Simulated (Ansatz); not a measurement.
Phonon-limited resistivity of Ta$_{2}$C (P-3m1) against temperature in μΩ·cm, Ansatz (a first-principles code) with PBEsol, DFPT electron-phonon coupling, linearised Boltzmann equation, harmonic crystal at a fixed cell. x, y and z are the axes of this cell:
```
Ta2C
1.0
    3.09528     0.00000     0.00000
   -1.54764     2.68059     0.00000
    0.00000     0.00000     4.92193
Ta C
2 1
Direct
  0.33333   0.66667   0.25275
  0.66667   0.33333   0.74725
  0.00000   0.00000   0.00000
```

```json
[
 {"T": "50 K", "ρ (x, y)": "0.53", "ρ (z)": "0.44"},
 {"T": "77 K", "ρ (x, y)": "1.85", "ρ (z)": "1.52"},
 {"T": "100 K", "ρ (x, y)": "3.2", "ρ (z)": "2.6"},
 {"T": "150 K", "ρ (x, y)": "6.2", "ρ (z)": "5.1"},
 {"T": "200 K", "ρ (x, y)": "9.3", "ρ (z)": "7.7"},
 {"T": "250 K", "ρ (x, y)": "12.4", "ρ (z)": "10.2"},
 {"T": "273 K", "ρ (x, y)": "(withheld)", "ρ (z)": "11.4"},
 {"T": "300 K", "ρ (x, y)": "15.6", "ρ (z)": "(withheld)"},
 {"T": "350 K", "ρ (x, y)": "18.8", "ρ (z)": "15.5"},
 {"T": "400 K", "ρ (x, y)": "22", "ρ (z)": "(withheld)"},
 {"T": "500 K", "ρ (x, y)": "29", "ρ (z)": "24"},
 {"T": "600 K", "ρ (x, y)": "35", "ρ (z)": "29"},
 {"T": "800 K", "ρ (x, y)": "48", "ρ (z)": "40"}
]
```

Task: Complete the blanks.

Result: 
- 273 K, ρ (x, y): 13.9
- 300 K, ρ (z): 12.9
- 400 K, ρ (z): 18.2

A metal at this level (no band gap). Only scattering by harmonic phonons is included (no impurities, grain boundaries, electron-electron scattering or thermal expansion). Spin-orbit coupling is left out, which matters with elements this heavy. Halving the electron mesh (32x32x16) moves the resistivity by up to 14 %. Smearing 0.20 eV; phonons on a 5x5x3 q mesh, which this run doesn't test and which matters most at low temperature.

Formula and space group known from diffraction (Crystallography Open Database), not checked to be the room-temperature form: Ta2C (P-3m1).
